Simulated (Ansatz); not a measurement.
## A computed series for SnSe: response to strain

The reference is SnSe in the GeS type structure (space group Pnma, No. 62; a = 11.5344 Å, b = 4.1208 Å, c = 4.5784 Å; layered, stacked along the Cartesian x axis). Axes: x, y, z lie along a, b, c of the conventional cell.

Strains are applied to the cell and any free atomic positions relax.

Levels (all Ansatz, a program for electronic structure, PAW, earlier PAW set): r2SCAN+rVV10 (500 eV, scalar-relativistic without spin-orbit coupling); HSE06 (420 eV, scalar-relativistic without spin-orbit coupling).

Band gaps by level, all at the geometries relaxed with r2SCAN+rVV10:

```csv
case,r2SCAN+rVV10,HSE06
base,0.89 eV,1.05 eV
uniaxial strain ε_xx = +5.99 %,0.77 eV,1.02 eV
"strain tensor (xx, yy, zz, yz, xz, xy) = (+2.96, +1.38, −1.66, −1.01, +0.49, −0.24) %",0.89 eV,1.13 eV
```

Single points use the geometry relaxed with r2SCAN+rVV10. The hybrid gap comes from the SCF mesh plus the semilocal run's edge points and a few special points and is an upper bound. Stability against distortions was not tested.
